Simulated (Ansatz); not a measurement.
The starting structures come from a database of crystals and need not be the phases stable at ambient conditions.

 Where the default PAW files enter, the runs use the earlier of Ansatz's two default sets.

```yaml
crystal:
  lattice:
    - [6.21064, 0.00000, 0.00000]
    - [-2.75472, 5.56629, 0.00000]
    - [1.72796, 2.78315, 5.27640]
  atoms:
    - { symbol: La, position: [0.00000, 0.00000, 0.00000] }
    - { symbol: La, position: [0.25000, 0.75000, 0.50000] }
    - { symbol: V, position: [0.75000, 0.25000, 0.50000] }
    - { symbol: V, position: [0.50000, 0.50000, 0.00000] }
    - { symbol: O, position: [0.48960, 0.66726, 0.17766] }
    - { symbol: O, position: [0.91726, 0.59492, 0.32234] }
    - { symbol: O, position: [0.84492, 0.66726, 0.82234] }
    - { symbol: O, position: [0.91726, 0.23960, 0.67766] }
    - { symbol: O, position: [0.76040, 0.08274, 0.32234] }
    - { symbol: O, position: [0.33274, 0.51040, 0.82234] }
    - { symbol: O, position: [0.40508, 0.08274, 0.67766] }
    - { symbol: O, position: [0.33274, 0.15508, 0.17766] }
```

Space group of this cell: I4_1/amd. The cell is taken as given; by r2SCAN its mean pressure is -1.0 GPa.

Transport runs along the normal of the first two printed cell vectors, the (110) plane of the conventional cell.

No gap correction and no spin-orbit coupling; mid-gap values are interpolated between computed energies.

Q: Give the band gap and the smallest decay constant κ at mid-gap that r2SCAN (Ansatz, an electronic-structure program) yields.

A: Gap 3.39 eV on a 6×6×6 mesh; κ = 0.524 1/Å, at the zone centre.
